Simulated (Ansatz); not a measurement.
hcp Mg (0 0 1) on wurtzite AlN (0 0 1) (film strained to the substrate, started from cuts of the bulks and a machine-learned relaxation; slabs Al6N6 and Mg4, which can lie off the formulas)

A periodic stack without vacuum, hcp Mg (0 0 1) on wurtzite AlN (0 0 1) (film strained to the substrate, started from cuts of the bulks and a machine-learned relaxation; slabs Al6N6 and Mg4, which can lie off the formulas): substrate slab Al6N6, film Mg4, surface cells [[1, 0], [0, 1]] and [[0, -1], [1, 1]], film strained by -2.1 and -2.1 %, outermost planes Al/N and Mg/Mg as cut, which need not be the usual terminations and can put a slab off its formula.

The start was prepared with a machine-learned potential, and the result is one local minimum, with the in-plane cell held and forces under 0.04 eV/Å; the film can end far from its bulk form.

Calculation: PBE (plane waves to 420 eV, PAW; Ansatz, a quantum-chemistry and plane-wave program). Spin–orbit coupling is left out; the runs are not spin-polarised; PBE gaps are too small against experiment. Its k-point mesh 11×11×1, Fermi–Dirac width 0.05 eV.

| Item | Value |
|---|---|
| interface area | 8.5 Å² |
| period | 25.87 Å |
| heights between the nearest atoms of the two slabs at the two interfaces | 0.71 and 2.27 Å |
| Al–Mg contacts across the interfaces within 1.22 times the sum of covalent radii | 6, mean 3.03 Å |
| Mg–N contacts across the interfaces within 1.22 times the sum of covalent radii | 3, mean 1.94 Å |

```yaml
crystal:
  lattice:
    - [3.13017, 0.00024, -0.02740]
    - [-1.56492, 2.71030, 0.07765]
    - [0.28962, 1.08347, 25.89916]
  atoms:
    - { symbol: Al, position: [0.71107, 0.47560, 0.03930] }
    - { symbol: Al, position: [0.34513, 0.74729, 0.13726] }
    - { symbol: N, position: [0.68651, 0.42910, 0.11302] }
    - { symbol: N, position: [0.32072, 0.70171, 0.21018] }
    - { symbol: Al, position: [0.64579, 0.35282, 0.23497] }
    - { symbol: Al, position: [0.27993, 0.62527, 0.33263] }
    - { symbol: N, position: [0.62151, 0.30746, 0.30782] }
    - { symbol: N, position: [0.25575, 0.57986, 0.40549] }
    - { symbol: Al, position: [0.58077, 0.23092, 0.43031] }
    - { symbol: Al, position: [0.21488, 0.50294, 0.52826] }
    - { symbol: N, position: [0.55658, 0.18533, 0.50319] }
    - { symbol: N, position: [0.19159, 0.45720, 0.60083] }
    - { symbol: Mg, position: [0.84908, 0.77312, 0.62847] }
    - { symbol: Mg, position: [0.47293, 0.99865, 0.74811] }
    - { symbol: Mg, position: [0.77264, 0.59730, 0.85027] }
    - { symbol: Mg, position: [0.40642, 0.86518, 0.95139] }
```
